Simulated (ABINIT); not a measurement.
Input and output of a band-structure calculation for KZnF₃ (Pm-3m, 5 atoms in the cell) (ABINIT).

Level of theory: PBE, PAW (JTH v2.0 PBE PAW) (plane waves; ABINIT).

Input as run:

```
# KZnF3, JTH v2.0 PBE PAW
pp_dirpath "./"
pseudos "K.GGA_PBE-JTH.xml, Zn.GGA_PBE-JTH.xml, F.GGA_PBE-JTH.xml"
acell 3*1.0 Angstrom
rprim
         3.9937050000    0.0000000000    0.0000000000
         0.0000000000    3.9937050000    0.0000000000
         0.0000000000    0.0000000000    3.9937050000
natom 5
ntypat 3
znucl 19 30 9
typat 1 2 3 3 3
xcart
         0.0000000000    0.0000000000    0.0000000000
         1.9968525000    1.9968525000    1.9968525000
         1.9968525000    0.0000000000    1.9968525000
         0.0000000000    1.9968525000    1.9968525000
         1.9968525000    1.9968525000    0.0000000000
      Angstrom
ecut 30 Ha
pawecutdg 60 Ha
pawxcdev 0
ixc 11
occopt 3
tsmear 0.00036749
nband 28
kptopt 1
ngkpt 4 4 4
nshiftk 1
shiftk 0 0 0
nstep 80
tolvrs1 1.0e-10
ndtset 2
prtden1 1
getden2 1
iscf2 -2
kptopt2 -5
ndivsm2 4
kptbounds2
       0.00000000  0.00000000  0.00000000  # G
       0.00000000  0.50000000  0.00000000  # X
       0.50000000  0.50000000  0.00000000  # M
       0.00000000  0.00000000  0.00000000  # G
       0.50000000  0.50000000  0.50000000  # R
       0.00000000  0.50000000  0.00000000  # X
nband2 32
nbdbuf2 2
tolwfr2 1.0e-12
prtwf 0
```

The program printed (abridged):

```
--- !BeginCycle
solver: {iscf: 17, nstep: 80, nline: 4, wfoptalg: 10, }
tolerances: {tolvrs: 1.00E-10, }
...

     iter   Etot(hartree)      deltaE(h)  residm     nres2
 ETOT  1  -164.47965961917    -1.645E+02 9.284E+00 3.994E+01
 ETOT  2  -166.32479602967    -1.845E+00 5.908E-01 7.141E+01
 ETOT  3  -166.23408074267     9.072E-02 1.180E-01 2.179E+01
 ETOT  4  -166.22086312382     1.322E-02 5.199E-02 3.312E+00
 ETOT  5  -166.22057275551     2.904E-04 7.755E-02 2.148E+00
   [... 21 lines left out ...]
 ETOT 27  -166.21730401067     2.160E-12 6.597E-05 5.553E-10
 ETOT 28  -166.21730401068    -6.992E-12 5.780E-04 2.651E-09
 ETOT 29  -166.21730401067     7.333E-12 6.140E-05 1.455E-10
 ETOT 30  -166.21730401067     4.292E-12 6.067E-04 3.995E-12
 At SCF step   30       nres2   =  4.00E-12 < tolvrs=  1.00E-10 =>converged.

 Cartesian components of stress tensor (hartree/bohr^3)
  sigma(1 1)= -2.70679323E-04  sigma(3 2)=  0.00000000E+00
  sigma(2 2)= -2.70679323E-04  sigma(3 1)=  0.00000000E+00
  sigma(3 3)= -2.70679323E-04  sigma(2 1)=  0.00000000E+00

 ----iterations are completed or convergence reached----

   [... lines left out ...]
 Fermi (or HOMO) energy (hartree) =   0.21039   Average Vxc (hartree)=  -0.35914
total_energy        : -1.66217305327729E+02
-Cartesian components of stress tensor (GPa)         [Pressure=  7.9637E+00 GPa]
 Unit cell volume ucvol=  4.2985754E+02 bohr^3
   [... lines left out ...]
  4.58E-13  6.16E-13  8.79E-13  8.14E-13  4.64E-13  2.70E-13  6.27E-13  1.88E-13
  1.49E-13  2.86E-13  4.59E-13  9.56E-13  4.31E-13  3.14E-13  4.60E-13  3.29E-13
  4.65E-13  7.35E-13  4.78E-13  1.59E-13  3.20E-13  7.45E-13  3.90E-13  4.14E-13
   [... 7 lines left out ...]

 scprqt:  WARNING -
  nstep=   80 was not enough non-SCF iterations to converge;
  maximum residual=  5.617E-11 exceeds tolwfr=  1.000E-12

 ----iterations are completed or convergence reached----

 reduced coordinates (array xred) for    5 atoms
       0.000000000000      0.000000000000      0.000000000000
       0.500000000000      0.500000000000      0.500000000000
       0.500000000000      0.000000000000      0.500000000000
       0.000000000000      0.500000000000      0.500000000000
       0.500000000000      0.500000000000      0.000000000000

 Calculation completed.
```

The run ended unconverged in one of its stages. 

The starting cell has typed, rounded lattice constants, without a prior relaxation at this level. Its lattice was rescaled by a random factor within 2.5 % of one.
